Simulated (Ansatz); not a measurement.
**AlN: N → C**

Consider AlN in the wurtzite structure (space group P6_3mc, No. 186; a = 3.1067 Å, c = 4.9785 Å).

It is then changed as follows: full substitution N → C; the structure is relaxed again.

The values are results of r2SCAN (Ansatz, a first-principles code; PAW; 500 eV plane waves; no SOC), not measurements. Settings: 15×15×11 k-points, 0.05 eV Fermi–Dirac smearing, for the changed cell.

The volume per atom increases by 0.97 Å³ to 11.37 Å³ and the density falls by 0.42 g/cm³ to 2.85 g/cm³. The space group changes from P6_3mc (No. 186) to P6_3/mmc (No. 194) and the shortest interatomic distance grows by 0.115 Å to 2.003 Å. The band gap changes from 4.88 eV to zero.

Stability against distortions was not tested. As relaxed here, AlC is a hypothetical phase, not in the database extracts checked. The final runs are not spin-polarised.
